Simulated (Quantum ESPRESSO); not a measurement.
## Pressure against volume in rock-salt MgS (space group 225) (Quantum ESPRESSO, PBE)

```
CELL_PARAMETERS angstrom
      0.00000     2.55377     2.55377
      2.55377     0.00000     2.55377
      2.55377     2.55377     0.00000
ATOMIC_POSITIONS crystal
  Mg 0.00000 0.00000 0.00000
  S  0.50000 0.50000 0.50000
```

Level of theory: PBE, PSlibrary PAW (PBE) pseudopotentials (plane waves; Quantum ESPRESSO). Settings: ecutwfc = 143 Ry; ecutrho = 858 Ry; occupations = smearing; smearing = fermi-dirac; degauss = 0.000734986 Ry; potentials = {Mg: Mg.pbe-spn-kjpaw_psl.1.0.0.UPF, S: S.pbe-n-kjpaw_psl.1.0.0.UPF}; K_POINTS = automatic 11 11 11 0 0 0; conv_thr = 1e-10 Ry; mixing_beta = 0.4. The cell above is the first row's. The rows scale it uniformly. In all rows fractional positions and the k mesh are held.

| V (Å^3/atom) | P (GPa) |
|---|---|
| 16.655 | 6.09 |
| 17.017 | 4.07 |
| 17.379 | 2.25 |
| 17.741 | 0.60 |
| 18.103 | -0.88 |
| 18.465 | -2.22 |
| 18.827 | -3.43 |
| 19.189 | -4.52 |
| 19.552 | ? |

Problem. Fit P against V with a cubic, and predict the withheld value at V = 19.552.

Solution. With u = V - 17.9, the rows have u = -1.2450, -0.8830, -0.5210, -0.1590, 0.2030, 0.5650, 0.9270, 1.2890. Least squares gives P = -0.069 - 4.1242·u + 0.5914·u² - 0.0554·u³. Residuals (row less fit): 0.001, -0.002, 0.002, -0.002, 0.002, 0.000, -0.002, 0.001; standard error 0.002 (degrees of freedom: 4). The fitted pressure is zero at V0 = 17.88, where dP/dV = -4.144, so B0 = -V0·dP/dV = 74.1 GPa. At the withheld row, u = 1.6520, so P = -0.069 - 4.1242 × 1.6520 + 0.5914 × 1.6520² - 0.0554 × 1.6520³ = -5.518 GPa. The calculation gives -5.50 GPa, 0.018 GPa above the prediction (0.2 % of the range of P in the table). The row lies outside the fitted rows, so this is an extrapolation. From the scatter of the fitted rows alone, a prediction at this place has a standard error of 0.006 GPa, so the miss is 2.9 times that.

Carrying the step between the two nearest rows on in a straight line would have given -5.61, off by 0.11; series whose last step already gives the withheld value aren't shown. The scan was laid around a cell of about the measured size, scaled by a guess for this functional. The runs keep the symmetry of the cell, so they don't test it for distortions. Cutoffs and mesh are single choices, not tested for convergence of this quantity. Series with a scatter that would blur these digits, or in which a gap closes, are not shown.
